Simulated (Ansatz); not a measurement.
The starting structures come from a database of crystals and need not be the phases stable at ambient conditions.

 Where the default PAW files enter, the runs use the earlier of Ansatz's two default sets.

By LDA, the system below comes out a metal.

Without scattering a metal conducts by its projected Fermi surface.

Given:

```xyz
4
Lattice="4.9108 0.0000 0.0000 0.0000 4.9108 0.0000 0.0000 0.0000 5.2223" Properties=species:S:1:pos:R:3 pbc="T T T"
In     2.4554     2.4554     0.0000
In     0.0000     0.0000     0.0000
Bi     2.4554     0.0000     1.8801
Bi     0.0000     2.4554     3.3422
```

Space group of this cell: P4/nmm. The cell is taken as given; by LDA its mean pressure is -2.9 GPa.

The current flows along the normal of the first two printed cell vectors, the (001) plane of the conventional cell. No spin-orbit coupling; the value is a mean over 0.1 eV about the Fermi level.

Problem. Estimate the ballistic conductance per area that LDA (Ansatz, a program for electronic structure) returns for this system.

Solution. 0.22 × 10¹⁵ S/m² for both spins.
